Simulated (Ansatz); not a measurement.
Start from TiO$_{2}$ in the rutile structure (space group P4_2/mnm, No. 136; a = 4.548 Å, c = 2.917 Å). Axes: x, y, z lie along a, b, c of the conventional cell.

Level of theory: Ansatz (a program for electronic structure), LDA, PAW, cutoff 420 eV, spin-orbit coupling left out.

Perturbation: an isotropic linear strain of +2.40 %; the atoms relax in the strained cell.

Predict the stress tensor and what it implies for the stiffness.

Stress of the strained cell less that of the base (GPa, compression positive):
```
 -13.62    0.00    0.00
   0.00  -13.62    0.00
   0.00    0.00  -18.23
```

Then B = −ΔP/(ΔV/V₀) with ΔV/V₀ = 0.0737 gives secant stiffness values (nonlinear terms included at this strain): B (at held cell shape, above the free-shape value) ≈ 206 GPa.

As a check, the harmonic strain energy −½ V₀ Δσ:ε is 34 meV/atom; the computed energy rise is 38 meV/atom.

Stability against distortions was not tested. The final runs are not spin-polarised.
